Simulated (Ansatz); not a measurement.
Results of revPBE in Ansatz (PAW) for CsCl-type CoAl.

Settings: plane-wave cutoff 520 eV, 20×20×20 k mesh, Fermi–Dirac smearing 0.05 eV, no spin polarisation, scalar-relativistic PAW data made under PBE.

Pressure at four volumes; x = ln(V/11.800 Å³). One pressure is withheld.

| V (Å³/atom) | x | P (GPa) |
|---|---|---|
| 11.092 | -0.0619 | ? |
| 11.328 | -0.0408 | 7.64 |
| 11.800 | 0.0000 | 0.00 |
| 12.508 | 0.0583 | -8.80 |

Task: Pass a parabola P(x) through the three rows shown, estimate the bulk modulus and its pressure derivative near zero pressure, and predict the withheld pressure.

Result: Slopes between the rows: (0.00 − (7.64))/(0.0000 − (-0.0408)) = -187.25 and (-8.80 − (0.00))/(0.0583 − (0.0000)) = -150.94 GPa. Their difference over the span 0.0991 is c = 36.31/0.0991 = 366.4 GPa, so P(x) = 7.64 + (-187.25)(x − (-0.0408)) + 366.4 (x − (-0.0408))(x − (0.0000)). At the middle row B = −dP/dx = −[-187.25 + 366.4 × 0.0408] = 172.3 GPa, and B′ = dB/dP = 2c/B = 4.3. At x = -0.0619 the parabola gives 12.07 GPa; the run gives 12.10 GPa. The Birch–Murnaghan fit to the energies at all volumes has B0 = 171 GPa and B′ = 4.3.

Measured, for comparison: bulk modulus 162 GPa (room temperature, no zero-point or thermal correction; as tabulated in Yamada et al. (2019), arXiv:1910.09660). Computed (rounded) less measured: bulk modulus +6 %. A static lattice is as a rule a little smaller and stiffer than an uncorrected measurement, which narrows the difference in the bulk modulus and would widen misses of the other sign.

Ansatz is a quantum-chemistry and plane-wave program.
